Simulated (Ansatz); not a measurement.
Results of PBEsol in Ansatz (plane waves, PAW) for P (model structure, started from the lonsdaleite type, P6₃/mmc, No. 194, 4 atoms in the cell).

Run with plane-wave cutoff 520 eV, 18×18×10 k mesh (along the axes of the cell as run), Fermi–Dirac smearing 0.05 eV, scalar-relativistic PAW data made under PBE.

Cell (relaxed at this level):

```xyz
4
Lattice="3.2361 0.0000 0.0000 -1.6181 2.8026 0.0000 0.0000 0.0000 11.4670" Properties=species:S:1:pos:R:3 pbc="T T T"
P      0.0000     1.8684     0.6230
P      1.6181     0.9342     6.3565
P      1.6181     0.9342    10.8440
P      0.0000     1.8684     5.1105
```

Q: What does this level give for the band gap and Γ–Γ gap?

A: 
band gap: 1.42 eV (on the SCF k mesh)
Γ–Γ gap: 4.00 eV

Note: the relaxation could raise the start's symmetry but not lower it, so the cell can be a saddle point.

Computed values are for the static lattice.

The result took around 11 core-minutes (rough).

A model structure was made by putting elements into a prototype or built by hand; it is no filed structure, need not be a known phase, and can be a saddle point held by its symmetry.

Ansatz is a program for electronic structure.
